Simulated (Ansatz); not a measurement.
The reference is Cu in the fcc (Cu type) structure (space group Fm-3m, No. 225; a = 3.563 Å; relaxed with 0.1 eV smearing). Axes: x, y, z lie along the cube axes.

Level of theory: PBEsol/PAW in Ansatz (a quantum-chemistry and plane-wave program), without spin-orbit coupling, earlier PAW set.

Base values:

```
Property                         Value
-----------------------------  -------
Shortest interatomic distance  2.520 Å
```

The change: tensor shear ε_xz = −2.47 % (engineering shear γ = -0.0494); the atoms relax in the strained cell.

Predict the new stress and shortest interatomic distance.

The stress (xx, yy, zz, yz, xz, xy; compression positive) is (0.7, -0.1, 0.7, 0.0, 4.7, 0.0) GPa; the shortest interatomic distance decreases by 0.0622 Å (2.520 Å → 2.457 Å).

Whether these cells are dynamically stable was not tested. The final runs are not spin-polarised.
